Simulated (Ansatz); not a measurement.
Consider LaF3 (space group P6_3/mmc, No. 194; a = 4.129 Å, c = 7.287 Å).

Now apply this change: the cell is scaled by 0.9865 in all directions; the atoms relax in the strained cell.

Levels (all Ansatz, an electronic-structure program, PAW): PBEsol (420 eV, no SOC); r2SCAN (500 eV, no SOC); HSE06 (420 eV, without spin-orbit coupling).

At the geometry relaxed with PBEsol, these levels gave the following band gaps, in shuffled order: (a) 9.68 eV, (b) 7.08 eV, (c) 6.21 eV.

Problem. Match each gap to its level.

Solution. (a) HSE06; (b) r2SCAN; (c) PBEsol.

Single points use the geometry relaxed with PBEsol. HSE06 was sampled on its mesh, a few special points and the semilocal edge points, so its gap is an upper bound. Stability against distortions was not tested.
